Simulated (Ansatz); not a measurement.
System: YCu (Pnma, No. 62, 8 atoms in the cell; start mp-1080443). Method: r²SCAN (Ansatz, a first-principles code, PAW).

Run with plane-wave cutoff 560 eV, 8×12×10 k mesh (along the axes of the cell as run), Fermi–Dirac smearing 0.05 eV, no spin polarisation, scalar-relativistic PAW data made under PBE.

Cell (relaxed at this level):

```yaml
crystal:
  lattice:
    - [7.19126, 0.00000, 0.00000]
    - [0.00000, 4.47859, 0.00000]
    - [0.00000, 0.00000, 5.33640]
  atoms:
    - { symbol: Y, position: [0.68146, 0.25000, 0.36675] }
    - { symbol: Y, position: [0.31854, 0.75000, 0.63325] }
    - { symbol: Y, position: [0.81854, 0.75000, 0.86675] }
    - { symbol: Y, position: [0.18146, 0.25000, 0.13325] }
    - { symbol: Cu, position: [0.53102, 0.25000, 0.87750] }
    - { symbol: Cu, position: [0.46898, 0.75000, 0.12250] }
    - { symbol: Cu, position: [0.96898, 0.75000, 0.37750] }
    - { symbol: Cu, position: [0.03102, 0.25000, 0.62250] }
```

Estimate the bulk modulus B0 that the calculation returns.


- bulk modulus B0: 72.1 GPa

Note: the run has no spin polarisation, so it can have missed a magnetic state; the bulk modulus is −V dP/dV from two relaxed cells at ±2 % in volume; the relaxation could not lower the start's symmetry, so the cell can be a saddle point above a distorted one.

The computed numbers hold no vibrational or temperature effects.

Cost on a shared machine: around 17 core-minutes (rough).

A start named mp-… is a Materials Project structure, which need not be a measured phase.
